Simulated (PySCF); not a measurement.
PySCF 2.14.0, MP2 (frozen core)/def2-svp: heptane (CCCCCCC), 23 atoms. The geometry is a generated start, not checked to be a minimum at this level.

```yaml
task: mp2
basis: def2-svp
two_electron_scheme: exact four-centre integrals
frozen_core: true
mf.init_guess: minao (default)
mf.DIIS: CDIIS (default)
mf.diis_space: 8 (default)
mf.conv_tol: 1e-09 (default)
basis functions (reference run): 178
```

On 4 threads, 1 BLAS thread. Build: conda-forge: OpenMP (GNU), OpenBLAS with its own threads, libcint, Libxc. Each setting ran once; only counts and results are compared.

Values of mol.max_memory tried: 8000 MB, 4000 MB, 2000 MB, 1000 MB, 500 MB, 300 MB, 200 MB.

Q: What happens as the memory setting falls?

A: It runs down to 200 MB, the lowest tried, with the same result. At 8000 MB: SCF integrals in memory, transformation in memory. From 1000 MB down: direct SCF, transformation through a file.

| mol.max_memory | path | peak memory |
|---|---|---|
| 8000 MB | SCF integrals in memory, transformation in memory | 1.5 GiB |
| 4000 MB | SCF integrals in memory, transformation in memory | 1.5 GiB |
| 2000 MB | SCF integrals in memory, transformation in memory | 1.5 GiB |
| 1000 MB | direct SCF, transformation through a file | 1.1 GiB |
| 500 MB | direct SCF, transformation through a file | 1.1 GiB |
| 300 MB | direct SCF, transformation through a file | 1.1 GiB |
| 200 MB | direct SCF, transformation through a file | 1.1 GiB |

Peak memory is the kernel's count for the largest process, libraries included and scratch files not. The peak passes the setting at 1000 MB, 500 MB, 300 MB, 200 MB: it is no hard cap. MP2's transformation through a file may take 2000 MB even at lower settings.
